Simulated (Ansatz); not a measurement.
The reference is YN in the rock salt structure (space group Fm-3m, No. 225; a = 4.856 Å).

The values are results of PBEsol (Ansatz, a quantum-chemistry and plane-wave program; PAW; 420 eV plane waves; spin-orbit coupling left out), not measurements.

```json
[
 {"level": "PBEsol", "lattice parameter a": "4.856 Å"}
]
```

Measured: lattice parameter a 4.877 Å (temperature not stated; as listed in G. Soto, M.G. Moreno-Armenta, A. Reyes-Serrato, Computational Materials Science (2007)).

Computed minus measured — lattice parameter a: PBEsol -0.4 %. Measured values not marked as corrected hold thermal and zero-point effects that the static-lattice runs lack.

Stability against distortions was not tested.
